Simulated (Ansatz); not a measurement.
Levels about the gap of amorphous Zr20O45Ta2 (67 atoms in a cell of 840 Å³, 5.75 g/cm³; zone centre alone, so wide bands show as single levels with stretches between that a denser mesh fills), at the geometry that PBE relaxed, where it gives 0.0 GPa on a denser mesh. The participation number counts the atoms over which a state spreads; weights are charges in smoothed Voronoi cells. The levels come from a single point, so bond lengths are those of that geometry. Method of the levels: PBE, scalar-relativistic without spin-orbit coupling (Ansatz, a program for electronic structure). Sampling: the zone centre alone; Fermi-Dirac width 0.02 eV; no spin polarisation. At PBE the levels at the filled edge of the gap are localised (band-tail or defect states).

A CHGNet melt-quench gave the starting glass, which DFT then relaxed. O atoms were pushed apart under 1.9 Å during the dynamics, to hinder bonds among them. The hot cell started wider than the set density and was brought back towards it in steps. It is the lowest in DFT energy of 2 quenches. It is a model cell: composition and starting density were chosen by hand, and all elements were melted together. No dispersion term was used. Its density started from a set value of 5.58 and ended at 5.75 g/cm³. Cooling (nominally 300 K/ps over its main leg) ran many orders faster than in experiment, which tends to leave more defects and strain. A cell of this size samples the disorder only roughly. Volume and shape were free in the relaxation. On a 2×2×2 Γ-centred mesh force components of up to 0.16 eV/Å stay, since the relaxation ran on the zone centre alone.

```
E - E(highest filled), eV  filling  participation number        largest on  weight O  weight Zr  weight Ta
-------------------------  -------  --------------------  ----------------  --------  ---------  ---------
-0.53                       filled                  18.8   O, 2 neighbours      0.94       0.05       0.00
-0.46                       filled                  15.0   O, 3 neighbours      0.95       0.05       0.00
-0.42                       filled                  12.8   O, 3 neighbours      0.95       0.05       0.00
-0.30                       filled                  10.1   O, 4 neighbours      0.94       0.06       0.00
-0.21                       filled                  13.5   O, 4 neighbours      0.95       0.05       0.00
-0.15                       filled                  11.0   O, 3 neighbours      0.94       0.06       0.00
0.00                        filled                   4.8   O, 2 neighbours      0.95       0.05       0.00
3.05                         empty                  14.8  Zr, 7 neighbours      0.36       0.41       0.23
3.18                         empty                  24.5  Zr, 7 neighbours      0.36       0.54       0.10
3.28                         empty                  20.0  Zr, 7 neighbours      0.36       0.59       0.06
3.47                         empty                  13.1  Ta, 6 neighbours      0.36       0.39       0.25
3.50                         empty                  34.7  Zr, 7 neighbours      0.35       0.64       0.01
3.62                         empty                  29.3  Zr, 7 neighbours      0.35       0.56       0.09
3.68                         empty                  23.7  Zr, 5 neighbours      0.35       0.52       0.13
```

Most localised among these is the filled level at +0.00 eV, on a O atom, which has 2 neighbours (Zr 1.92 Å, Zr 2.08 Å).
